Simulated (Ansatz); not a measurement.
Input:

```
CELL_PARAMETERS angstrom
      3.44232     0.00000     0.00000
     -1.72116     2.98114     0.00000
      0.00000     0.00000     5.34310
ATOMIC_POSITIONS crystal
  Lu 0.33333 0.66667 0.25000
  Lu 0.66667 0.33333 0.75000
```

All values below come from PBEsol, DFPT electron-phonon coupling, linearised Boltzmann equation (plane waves, PAW, scalar-relativistic; Ansatz, an electronic-structure program). Cell: relaxed with this functional, without spin-orbit coupling.

### Question
Predict the intrinsic resistivity at 300 K.

### Answer
53 (x), 53 (y), 24 (z) μΩ·cm.

### Question
How long is the mean free path there?

### Answer
2.8 (x), 2.8 (y), 2.6 (z) nm, weighted by the current that each state carries. Wires not much wider than this gain resistivity from their walls.

A metal at this level (no band gap). Only scattering by harmonic phonons is included (no impurities, grain boundaries, electron-electron scattering or thermal expansion). Spin-orbit coupling is left out, which matters with elements this heavy. The run warned that the eigensolver left some states short of its tolerance. Halving the electron mesh (28x28x16) moves the resistivity by up to 5 % at 300 K, the mean free path by up to 5 %. Smearing 0.20 eV; phonons on a 5x5x3 q mesh, which this run doesn't test.
